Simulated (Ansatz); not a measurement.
Ansatz (a first-principles code) is run on SrFe3 (Pm-3m, 4 atoms in the cell), and the run fails. The aim is a self-consistent single point with DFT, PBE, plane waves, default PAW files.

Cell that was meant: a = 4.3509 Å, b = 4.3509 Å, c = 4.3509 Å, α = 90.00°, β = 90.00°, γ = 90.00°.

Part of the input:

Ansatz 0.2 input:
```yaml
  spin_polarized: true
scf:
  occupations: { method: cold, width: 0.1 }
  max_iter: 3
output:
  forces: true
  eigenvalues: true
```

Log, with long lists cut:

```
SCF iter   1: F=—  HF=-16980.897813 eV  |F-HF|=—  |Δ(HF+E_count)|=         —  Δρ=7.62e-2 (↑7.62e-2 ↓2.53e-2)  dr2=5.73e0  dr2_m=1.21e0  M=9.847 μB ∫|m|=10.328 μB  β_m=0.30  ethr=3.10e-3  ⟨swp⟩=6.0  Hψ=18742  notcnv=0
all-band conjugate gradients solve this SCF's bands
preconditioner: auto → Kerker (q_TF=auto, 2.573 Å⁻¹)
   [... lines left out ...]
spin-set hold released at iteration 2 (site moments show no strong build)
SCF iter   3: F=—  HF=-16981.054465 eV  |F-HF|=—  |Δ(HF+E_count)|=   2.39e-1  S|Δr|=    0.00e0  Δρ=3.37e-2 (↑3.37e-2 ↓3.23e-2)  dr2=2.58e-1  dr2_m=7.87e-1  M=8.742 μB ∫|m|=9.526 μB  β_m=0.07  ethr=6.22e-4  ⟨swp⟩=6.2  Hψ=11736  notcnv=0
Error: did not converge after 3 iterations: onsite_residual = 7.88e-1 (threshold 1.00e-7), under the density mixer `msr1`, which `scf.mixing.algorithm: auto` chose by the deck's other keys (type `scf.mixing.algorithm: msr1` to keep it); raise `scf.max_iter`, which need not help a stalled SCF, or adjust the mixing (`scf.mixing`) or, under a smearing, its width (`scf.occupations.width`, in either direction: another width is another result); this SCF holds its density and magnetisation to the symmetry operations that it keeps, and cannot end on a state that breaks one of them: if the state sought breaks one, re-run with `crystal.symmetry.detect: false`, without [...]
```

### Question
What is wrong, and how is it fixed?

### Answer
The fault is an iteration limit that is too low. The loop is cut before its threshold is met, so whatever is printed at the end is not self-consistent. To fix it, raise the limit, or leave it to the default. The run ended unconverged after 3 iterations.

The sound input it was made from differs as follows (other fixes are possible):
```diff
-  max_iter: 3
```

With that input, the run converged in 14 iterations: free energy E − TS (on the zero of these files) -16981.5493 eV; Fermi level (on the code's own zero) 10.76 eV; pressure -8.30 GPa; size of the cell's spin moment 7.81 μB (DFT, PBE, plane waves, default PAW files).

On the sound input: the starting cell was generated: these elements placed on a structure prototype, without a prior relaxation; it need not be a known phase or ordering of this composition. The magnetic order is the one reached from the typed start; others were not searched systematically. With a pressure of about -8 GPa the cell is away from its equilibrium volume at this level. Ansatz's pressure includes its estimate of the finite-basis (Pulay) stress.
